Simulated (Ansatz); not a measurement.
**NaI: pressure 3 GPa**

Consider NaI in the rock salt structure (space group Fm-3m, No. 225; a = 6.460 Å).

The change: a hydrostatic pressure of 3 GPa.

The values are results of plane-wave PAW DFT at the r2SCAN level (Ansatz, a program for electronic structure, 500 eV), spin-orbit coupling left out, not measurements. Γ-centred 9×9×9 mesh, Fermi–Dirac width 0.05 eV.

| quantity | base | changed | shift |
|---|---|---|---|
| volume per atom | 33.70 Å³ | 29.64 Å³ | -4.06 Å³ |
| density | 3.69 g/cm³ | 4.20 g/cm³ | +0.51 g/cm³ |
| shortest interatomic distance | 3.230 Å | 3.095 Å | -0.135 Å |
| band gap | 4.45 eV | 4.89 eV | +0.446 eV |
| gap character | direct at Γ | direct at Γ | – |
| electron mass | 0.28 mₑ (at Γ) | 0.27 mₑ (at Γ) | – |
| hole mass (degenerate bands, along [100]) | 0.41, 1.6, 1.6 mₑ (at Γ) | 0.37, 1.3, 1.3 mₑ (at Γ) | – |
| valley order (the lowest conduction-band minima on the path, energy above the VBM, named in the base's zone) | Γ 4.45 eV; X along ⟨100⟩ 5.22 eV; L along ⟨111⟩ 5.70 eV | Γ 4.89 eV; X along ⟨100⟩ 5.29 eV; L along ⟨111⟩ 5.75 eV | – |

Final structure:

```
NaI
1.0
    0.00000     3.09477     3.09477
    3.09477     0.00000     3.09477
    3.09477     3.09477     0.00000
I Na
1 1
Cartesian
  0.00000   0.00000   0.00000
  3.09477   3.09477   3.09477
```

Cost of the whole job for the changed cell (relaxation, final SCF and bands): about 24 core-seconds (a rough figure).

Spin-orbit coupling, missing from the scalar runs, can matter with I. Load acts through the strain it causes; cell and atoms are relaxed under it. Effective masses come from finite differences of ±0.01 Å⁻¹. No phonon test of stability was made.
